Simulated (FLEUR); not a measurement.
## Equation of state of zinc-blende BP (space group 216): energy against volume (FLEUR, LDA)

```
BP
1.0
    0.00000     2.18171     2.18171
    2.18171     0.00000     2.18171
    2.18171     2.18171     0.00000
B P
1 1
Direct
  0.00000   0.00000   0.00000
  0.75000   0.75000   0.75000
```

Method: LDA (Vosko-Wilk-Nusair), all-electron FLAPW (FLEUR), scalar-relativistic valence (FLEUR). Settings: Kmax = 5.13 1/bohr; GmaxXC = 18 1/bohr; xcFunctional = vwn; jspins = 1; l_soc = F; mode = hist; fermiSmearingEnergy = 0.00036749 Htr; mesh (inpgen div1-3) = 13 13 13; inpgen gamma flag = false; Gmax = 18 1/bohr; numbands = 0; maxIterBroyd = 99; imix = Anderson; alpha = 0.05; precondParam = 0; minDistance = 1e-05 me/bohr^3. The cell above is the first row's. The rows scale it uniformly. In all rows fractional positions and the k mesh are held. E is the free energy at the stated smearing, counted from the lowest row.

| V (Å^3/atom) | E (meV/atom) |
|---|---|
| 10.385 | ? |
| 10.610 | 26.90 |
| 10.836 | 12.04 |
| 11.062 | 3.26 |
| 11.288 | 0.00 |
| 11.513 | 1.76 |
| 11.739 | 8.07 |
| 11.965 | 18.54 |
| 12.191 | 32.77 |

### Question
Fit E against V with the third-order Birch-Murnaghan form, a cubic in V^(-2/3), and predict the withheld value at V = 10.385.

### Answer
With u = V^(-2/3) - 0.198, the rows have u = 0.009105, 0.006215, 0.003424, 0.000726, -0.001871, -0.004397, -0.006842, -0.009212. Least squares gives E = 0.013 - 266.85·u + 355354·u² - 186471·u³. Residuals (row less fit): -0.002, 0.004, 0.002, -0.006, 0.003, -0.002, 0.006, -0.003; standard error 0.006 (degrees of freedom: 4). Its minimum lies at u = 0.000376, so V0 = (0.198376)^(-3/2) = 11.32. There d²E/du² = 710300 and d³E/du³ = -1119000, so B0 = (4/9) × 11.32^(-7/3) × 710300 × 0.160218 = 176 GPa (the last factor turns the table's units into GPa), and B0' = 4 + (2/3) × 0.198376 × (-1119000)/710300 = 3.8. At the withheld row, u = 0.012085, so E = 0.013 - 266.85 × 0.012085 + 355354 × 0.012085² - 186471 × 0.012085³ = 48.357 meV/atom. The calculation gives 48.43 meV/atom, 0.073 meV/atom above the prediction (0.2 % of the range of E in the table). The row lies outside the fitted rows, so this is an extrapolation. From the scatter of the fitted rows alone, a prediction at this place has a standard error of 0.017 meV/atom, so the miss is 4.4 times that.

Carrying the step between the two nearest rows on in a straight line would have given 41.69, off by 6.74; series whose last step already gives the withheld value aren't shown. The scan was laid around a cell of about the measured size, scaled by a guess for this functional. The runs keep the symmetry of the cell, so they don't test it for distortions. Values depend on the basis (sphere radii, cutoffs, local orbitals), which need not be converged. Cutoffs and mesh are single choices, not tested for convergence of this quantity. Series with a scatter that would blur these digits, or in which a gap closes, are not shown. Nor are scans whose minimum lies at an end fitted in this form.

Terms beyond the fitted order, or numerical noise in single rows, can give a miss of this size; the table doesn't tell which.
